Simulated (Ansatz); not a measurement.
Structures of equal composition on the (115) surface of germanium: 2 pairs of surface atoms bonded, H on both atoms of one pair (paired Ge at depth 0.0 Å) alone; 2 pairs of surface atoms bonded, H on both atoms of one pair (paired Ge at depth 1.1 Å) alone. The slabs share one bottom face, and each structure is named by its start. These are constructed structures in small cells; real faces may alloy, dewet or reconstruct in larger ones, and not all known structures of the face are among them. Slabs of about 15 Å with all that they carry, Fermi-Dirac smearing of 0.025 eV. Bottom of the slabs: built like the top, H on every dangling bond, free. Relaxed from the named starts with such symmetry as they have, on meshes of like density; energies extrapolated to zero smearing; no spin-orbit coupling, no U. Spin-polarised runs, if any, are marked in brackets, and their order is one that fits the cell; the others ran without spin. Where a second, spin-polarised start was run, the lower counts.

The numbers are results of PBE (plane waves to 420 eV, PAW; Ansatz, an electronic-structure program), not measurements.

### Question
Put the candidates in order of energy per 1x1 cell, lowest first, for PBE.

### Answer
2 pairs of surface atoms bonded, H on both atoms of one pair (paired Ge at depth 1.1 Å) alone (0.000 eV [spin start, no net moment], gap 0.62 eV on the mesh), 2 pairs of surface atoms bonded, H on both atoms of one pair (paired Ge at depth 0.0 Å) alone (0.242 eV, gap 0.38 eV on the mesh)
